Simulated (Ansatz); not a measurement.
Consider the following.

```
CELL_PARAMETERS angstrom
      0.00000     2.85504     2.99471
      2.85504     0.00000     2.99471
      2.85504     2.85504     0.00000
ATOMIC_POSITIONS crystal
  Cd 0.00000 0.00000 0.00000
  S  0.25000 0.25000 0.25000
```

Calculation: PBEsol with spin-orbit coupling, rigid bands (plane waves, PAW; Ansatz, an electronic-structure program). Condition of this run: biaxial stress xx = yy = 1 GPa (compression positive) (the target of the relaxation). Cell: cell and atoms relaxed with PBEsol, then loaded as said.

Q: Predict the electron conductivity mass (n e² τ/σ) at 300 K, by direction if it differs.

A: 0.125 (x), 0.125 (y), 0.134 (z) mₑ.

Q: Predict the hole conductivity mass (n e² τ/σ) at 300 K, by direction if it differs.

A: 0.68 (x), 0.68 (y), 0.85 (z) mₑ.

Q: And the band gap?

A: 0.97 eV at this level; semilocal functionals usually fall short of the measured gap.

Rigid bands, one relaxation time for all states, no polarons.
